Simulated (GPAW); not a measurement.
# Parameter sweep on TaSi2 (P6_422, 9 atoms in the cell)

```
TaSi2
1.0
    4.78390     0.00000     0.00000
   -2.39195     4.14298     0.00000
    0.00000     0.00000     6.57000
Ta Si
3 6
Direct
  0.50000   0.00000   0.00000
  0.50000   0.50000   0.66667
  0.00000   0.50000   0.33333
  0.15897   0.31794   0.00000
  0.84103   0.15897   0.66667
  0.68206   0.84103   0.33333
  0.84103   0.68206   0.00000
  0.15897   0.84103   0.66667
  0.31794   0.15897   0.33333
```

Base run A: LDA (Perdew-Wang 92), GPAW PAW datasets LDA (gpaw-data 1.0.1) run with GPAW, self-consistent single point.

Its settings: mode = pw; ecut = 600 eV; xc = LDA; kpts = 5 5 3; mesh shift (steps) = 0 0 0; occupations.name = methfessel-paxton; occupations.width = 0.1 eV; occupations.order = 0; nbands = -15; convergence.density = 1e-05 e/electron; convergence.energy = 1e-05 eV/electron; symmetry.symmorphic = false; symmetry.tolerance = 0.0005; maxiter = 100.

The starting cell comes from a database of published, mostly measured structures (it also holds non-ambient and calculated ones), without a prior relaxation at this level. Spin polarisation is off. In the base run, with a pressure of about -5 GPa the cell is away from its equilibrium volume at this level.

Runs:
- B: xc: LDA → PBEsol; potentials: GPAW PAW datasets PBEsol (made by gpaw-setup) [PBEsol]
- C: xc: LDA → BLYP; potentials: GPAW PAW datasets BLYP (made by gpaw-setup) [BLYP]
- D: xc: LDA → MGGA_X_R2SCAN+MGGA_C_R2SCAN; potentials: GPAW PAW datasets PBE (gpaw-data 1.0.1) [r2SCAN]
- E: xc: LDA → vdW-DF2 (libvdwxc); potentials: GPAW PAW datasets PBE (gpaw-data 1.0.1) [vdW-DF2]
- F: xc: LDA → vdW-DF-cx (libvdwxc); potentials: GPAW PAW datasets PBE (gpaw-data 1.0.1) [vdW-DF-cx]

| run | pressure (GPa) | largest force (eV/Å) |
|---|---|---|
| A | -5.10 | 0.027 |
| B | … | 0.013 |
| C | 10.63 | 0.015 |
| D | … | 0.090 |
| E | 13.58 | 0.076 |
| F | 2.69 | 0.019 |

Task: Complete the blanks.

Result: 
- B, pressure (GPa): -1.45
- D, pressure (GPa): 0.24

Left out of this page: 3 runs of the series held back from this collection.
